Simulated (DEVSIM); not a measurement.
Device: Al/SiO2/p-Ge capacitor, at 300 K.

| layer (left to right) | material | thickness (nm) | Na (cm⁻³) |
|---|---|---|---|
| 1 | SiO2 | 8.30 | - |
| 2 | Ge | 1100 | 2.7e17 |

Metal gate on the left, work function 4.1 eV. Fixed charge at the semiconductor interface 5e10 cm⁻² (in units of +e); no interface traps.

The device is made up for the run: typed textbook-type constants, with dimensions and the other settings drawn at random. Values at 300 K.

| parameter | SiO2 | Ge |
|---|---|---|
| gap (eV) | 9 | 0.664 |
| affinity (eV) | 0.9 | 4 |
| permittivity | 3.9 | 16 |
| Nc (cm⁻³) | - | 1.04e19 |
| Nv (cm⁻³) | - | 6e18 |

Model (solved in DEVSIM): 1D Poisson equation in equilibrium, Boltzmann statistics, complete ionisation; no quantum confinement or tunnelling. Metal contacts follow the ideal Schottky-Mott rule: no Fermi-level pinning, no interface dipoles.

**Question.** Tabulate band edges, carrier densities and field at 0.1 V on the gate.

**Answer.** Energies count from the Fermi level of the right contact; mesh points crowd at the junctions.

```
x (μm)    Ec (eV)  Ev (eV)  n (cm⁻³)  p (cm⁻³)  field (V/cm)
--------  -------  -------  --------  --------  ------------
0.000       3.100   -5.900     < 1e2     < 1e2        430000
0.001082    3.147   -5.853     < 1e2     < 1e2        430000
0.002772    3.220   -5.780     < 1e2     < 1e2        430000
0.005282    3.328   -5.672     < 1e2     < 1e2        430000
0.007514    3.424   -5.576     < 1e2     < 1e2        430000
0.008424    0.359   -0.305    9.7e12    4.5e13        110000
0.009756    0.373   -0.291    5.6e12    7.8e13        110000
0.01366     0.412   -0.252    1.2e12    3.6e14         94000
0.02042     0.469   -0.195    1.4e11    3.2e15         74000
0.03326     0.540   -0.124     8.9e9    4.9e16         37000
0.06030     0.581   -0.083     1.8e9    2.4e17          3200
0.1396      0.584   -0.080     1.6e9    2.7e17           ≈ 0
0.2768      0.584   -0.080     1.6e9    2.7e17           ≈ 0
0.5375      0.584   -0.080     1.6e9    2.7e17           ≈ 0
0.8808      0.584   -0.080     1.6e9    2.7e17           ≈ 0
0.9932      0.584   -0.080     1.6e9    2.7e17           ≈ 0
1.052       0.584   -0.080     1.6e9    2.7e17           ≈ 0
1.080       0.584   -0.080     1.6e9    2.7e17           ≈ 0
1.098       0.584   -0.080     1.6e9    2.7e17           ≈ 0
1.104       0.584   -0.080     1.6e9    2.7e17           ≈ 0
1.107       0.584   -0.080     1.6e9    2.7e17           ≈ 0
1.108       0.584   -0.080     1.6e9    2.7e17           ≈ 0
```
